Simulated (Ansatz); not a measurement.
Input:

```xyz
2
Lattice="2.9656 0.0000 0.0000 0.0000 2.9656 0.0000 1.4828 -1.4828 2.0970" Properties=species:S:1:pos:R:3 pbc="T T T"
Mg     0.0000     0.0000     0.0000
O      1.4828     1.4828     0.0000
```

The cell is taken as given; by PBEsol it stands under a pressure of 2.3 GPa.

Transport runs along the normal of the first two printed cell vectors, the (001) plane of the conventional cell.

No gap correction and no spin-orbit coupling; mid-gap is the computed energy nearest the middle.

### Question
Compute, with PBEsol (Ansatz, a first-principles code), the band gap and the smallest decay constant κ at mid-gap.

### Answer
Gap 4.76 eV on a 14×14×14 mesh; κ = 0.332 1/Å, at the zone centre.
